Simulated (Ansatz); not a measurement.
Si under a change: biaxial strain +1.50 %, plane normal [001], relaxed out of plane

Base system: Si in the diamond structure (space group Fd-3m, No. 227; a = 5.4338 Å). Axes: x, y, z lie along the cube axes.

Modification: tensile biaxial strain of 1.50 % in the plane normal to [001], as in epitaxy on a mismatched substrate; the out-of-plane cell vector and the atoms relax.

Calculations: Ansatz (a first-principles code) PBEsol, no spin-orbit coupling. Γ-centred 11×11×11 mesh, Fermi–Dirac width 0.05 eV.

| quantity | base | changed | shift |
|---|---|---|---|
| volume per atom | 20.05 Å³ | 20.41 Å³ | +0.36 Å³ |
| shortest interatomic distance | 235.3 pm | 236.7 pm | +1.4 pm |
| energy relative to the base (free energy F) | 0 meV/atom | +4.6 meV/atom | +4.6 meV/atom |
| pressure (mean of the normal stresses, compression positive) | -0.01 GPa | -1.62 GPa | -1.61 GPa |
| band gap | 0.47 eV | 0.22 eV | -0.25 eV |
| gap character | – | indirect, Γ → Γ–M (87 % along) | – |
| smallest direct gap | 2.52 eV | 2.33 eV | -0.19 eV |
| electron mass | 0.93 mₑ along k, 0.19 mₑ across (off the special points) | 0.91 mₑ along k, 0.20 mₑ across (off the special points) | – |
| hole mass | – | 0.16 mₑ out of plane, 0.25 mₑ in plane (at Γ) | – |
| valence-band top at Γ (three highest levels, from the VBM) | 0.00, 0.00, 0.00 eV | 0.00, -0.18, -0.18 eV | – |
| out-of-plane strain | – | -1.21 % | – |
| ratio −ε⊥/ε∥ | – | 0.81 | – |
| mean in-plane stress (compression positive) | – | -2.4 GPa | – |

Final structure (turned so that z lies along the plane normal):

```
CELL_PARAMETERS angstrom
      3.89988     0.00000     0.00000
      0.00000     3.89988     0.00000
      1.94994    -1.94994     2.68394
ATOMIC_POSITIONS crystal
  Si 0.00000 0.00000 0.00000
  Si 0.75000 0.75000 0.50000
```

Masses are band curvatures over ±0.01 Å⁻¹ around the edge. Along k means along the line from Γ to the band edge. Whether these cells are dynamically stable was not tested. A zero or small gap of Si under biaxial strain +1.50 %, plane normal [001], relaxed out of plane can be the functional's error rather than a property of the material. k-point labels follow each cell's own Brillouin zone.
